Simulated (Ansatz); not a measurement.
Consider BN in the zinc blende structure (space group F-43m, No. 216; a = 3.5805 Å). Axes: x, y, z lie along the cube axes.

Computed with LDA, PAW, 420 eV (Ansatz, a program for electronic structure; no spin-orbit coupling).

Strains are applied to the cell and any free atomic positions relax.

One change was made to it. Results:

The band gap shrinks by 0.04 eV to 4.35 eV; the energy grows by 1.1 meV/atom.

Which change produced these results?
A. tensor shear ε_xy = +0.57 %
B. tensor shear ε_xy = +1.71 %
C. tensor shear ε_xy = +1.43 %
D. tensor shear ε_xy = +2.00 %

A, tensor shear ε_xy = +0.57 %. For comparison, the band gap in the other runs: tensor shear ε_xy = +2.00 % gives 4.16 eV; tensor shear ε_xy = +1.71 % gives 4.20 eV; tensor shear ε_xy = +1.43 % gives 4.25 eV.

Stability against distortions was not tested.
